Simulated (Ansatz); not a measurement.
Reference: BP (F-43m), PBEsol, rigid bands (plane waves, PAW, scalar-relativistic; Ansatz, an electronic-structure program); axes and stresses refer to this cell.

```xyz
2
Lattice="0.0000 2.2601 2.2601 2.2601 0.0000 2.2601 2.2601 2.2601 0.0000" Properties=species:S:1:pos:R:3 pbc="T T T"
B      0.0000     0.0000     0.0000
P      1.1301     1.1301     1.1301
```

hole conductivity mass: 0.39 mₑ
electron conductivity mass: 0.33 mₑ
Seebeck coefficient, p-type 1e19 cm⁻³: 328 μV/K

Question: Change: functional PBE, cell relaxed with it. What happens to hole conductivity mass, electron conductivity mass, Seebeck coefficient, p-type 1e19 cm⁻³?

Answer: hole conductivity mass moves little, to 0.39 mₑ; electron conductivity mass moves little, to 0.33 mₑ; Seebeck coefficient, p-type 1e19 cm⁻³ moves little, to 327 μV/K.

Question: Change: functional r2SCAN on the same cell. What happens to hole conductivity mass, electron conductivity mass, Seebeck coefficient, p-type 1e19 cm⁻³?

Answer: hole conductivity mass drops to 0.36 mₑ; electron conductivity mass moves little, to 0.32 mₑ; Seebeck coefficient, p-type 1e19 cm⁻³ moves little, to 319 μV/K.

Masses are for dilute carriers at 300 K, harmonic means over directions unless an axis is named. Seebeck coefficients are for the stated density at 300 K, with one relaxation time for all states and whether or not that doping can be reached. Spin-orbit coupling is left out unless a row names it.
